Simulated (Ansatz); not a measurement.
hypothetical zinc blende PbTe with two functionals, isotropic strain −1.26 %

Take PbTe in the zinc blende structure (space group F-43m, No. 216; a = 7.3355 Å; a hypothetical phase, not in the database extracts checked) as the base.

(Cell as relaxed with PBE.)

Levels (all Ansatz, a quantum-chemistry and plane-wave program, PAW): PBE (420 eV, no SOC); r2SCAN (500 eV, scalar-relativistic without spin-orbit coupling).

Each level relaxes its own structure.

| base | PBE | r2SCAN |
|---|---|---|
| volume per atom | 49.34 Å³ | 48.32 Å³ |
| lattice parameter a | 13.862 bohr | 13.766 bohr |
| band gap | 0.63 eV | 0.75 eV |

One thing is altered: every lattice vector is shortened by 1.26 %, atoms relaxed at fixed cell.

```csv
quantity,PBE,r2SCAN
gap character,"indirect, W → X",?
smallest direct gap,1.17 eV,?
energy relative to the base (free energy F),+5.6 meV/atom,?
band gap,0.55 eV,?
```

Question: Predict the r2SCAN column.

Answer: 
- gap character, r2SCAN: indirect, W → X
- smallest direct gap, r2SCAN: 1.34 eV
- energy relative to the base (free energy F), r2SCAN: +6.0 meV/atom
- band gap, r2SCAN: 0.65 eV

PBE's smallest direct gap lies 0.164 eV below r2SCAN's; PBE's energy relative to the base lies 0.4 meV/atom below r2SCAN's; PBE's band gap lies 0.106 eV below r2SCAN's; the two agree on the gap character. Neither level is exact; r2SCAN is the comparison here, not a measurement.

With Pb and Te present, leaving out spin-orbit coupling can change the band edges. Semilocal Kohn–Sham gaps tend to fall short of experiment. Stability against distortions was not tested.
